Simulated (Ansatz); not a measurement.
Start from an 18-atom supercell of Li2O in the anti-fluorite structure (space group Fm-3m, No. 225; a = 4.580 Å) at its relaxed geometry.

Level of theory: plane-wave PAW DFT at the PBEsol level (Ansatz, an electronic-structure program, 420 eV), no spin-orbit coupling.

One neutral defect a cell, atoms relaxed at fixed cell.

One change was made to it. Results:

```tsv
quantity	base	after
total moment of the cell	–	1.0 μB
gap of the supercell	4.88 eV	zero
largest displacement of a host atom from its site in the perfect cell	–	0.26 Å
pressure	0.0 GPa	-0.3 GPa
```

Problem. What was done to the base?
A. Ca on a Li site, symmetric start
B. Li interstitial (started 1.98 Å from the nearest host atom), symmetric start
C. S on a O site, symmetric start
D. Li vacancy

Solution. D, Li vacancy. For comparison, the pressure in the other runs: S on a O site, symmetric start gives 11.5 GPa; Li interstitial (started 1.98 Å from the nearest host atom), symmetric start gives 5.2 GPa; Ca on a Li site, symmetric start gives 15.6 GPa.

Other magnetic orders, which the real material may have, were not ruled out. In so small a cell the defect repeats every few ångströms: this is an ordered compound, not a dilute defect. A case with no gap was solved on a k-mesh chosen for an insulator, which is coarse for it. Defects with a symmetric start kept the site's symmetry and may sit on a saddle; the others started slightly shaken. Seeded moments were not kept for S on a O site, Li interstitial (started 1.98 Å from the nearest host atom) and Ca on a Li site. Where the two band edges lie in opposite spin channels, the gap is a spin-flip gap.
